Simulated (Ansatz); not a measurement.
# CdTe, response to strain

Start from CdTe in the zinc blende structure (space group F-43m, No. 216).

```xyz
2
Lattice="0.0000 3.3093 3.3093 3.3093 0.0000 3.3093 3.3093 3.3093 0.0000" Properties=species:S:1:pos:R:3 pbc="T T T"
Te     4.9639     4.9639     4.9639
Cd     0.0000     0.0000     0.0000
```

Strains are applied to the cell and any free atomic positions relax.

Calculations: Ansatz (an electronic-structure program), PBE, PAW, cutoff 420 eV, no spin-orbit coupling, earlier PAW set.

```tsv
isotropic strain (%)	band gap (eV)
-1.5	0.72
-0.84	?
0	0.58
1.87	0.42
```

### Question
Fit E_g = E₀ + Dε (ε in %) to the rows shown and predict the withheld row.

### Answer
Least squares on the printed values gives E₀ = 0.58 eV, D = -88.9 meV per % of strain (largest residual 0.00 eV); this predicts 0.66 eV, and the run gives 0.66 eV, in agreement.

With Te present, leaving out spin-orbit coupling can change the band edges. No phonon test of stability was made.
